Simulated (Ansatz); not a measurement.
**B on the Ir site in fcc Ir**

These are PBE, PAW (plane waves to 420 eV; Ansatz, a program for electronic structure) values and carry that method's errors. Set-up: 32-site cell; 6×6×6 shifted k-points; start: the Ir site; no spin–orbit coupling; not converged in cell size; the relaxation kept the symmetry of the starting site.

Neighbours after relaxation, in Å: of the B atom: Ir 2.72, Ir 2.72, Ir 2.72, Ir 2.72, Ir 2.72, Ir 2.72, Ir 2.72, Ir 2.72 (the shell may go on).

Formation energies E_f are those of the neutral cell. Chemical conditions: host crystal and elements as references (Δμ(Ir) = 0.00 eV, Δμ(B) = 0.00 eV; B taken from its element, since no compound that bounds it was computed at this level; only phases computed here count, gases as isolated molecules at 0 K). Reference phases: B: alpha boron, Ir: fcc Ir.

```
charge         moment (μB)  point group  largest move off a lattice site (Å)  E_f, host crystal and elements as references (eV)
------  ------------------  -----------  -----------------------------------  -------------------------------------------------
0       not spin-polarised           Oh                                 0.02                                               2.74
```

Point groups are those of the whole cell at tolerances of 0.03 and 0.1 Å ("near" where only the looser one holds); none is given for unsettled states.

All states together cost roughly 5 core-minutes.
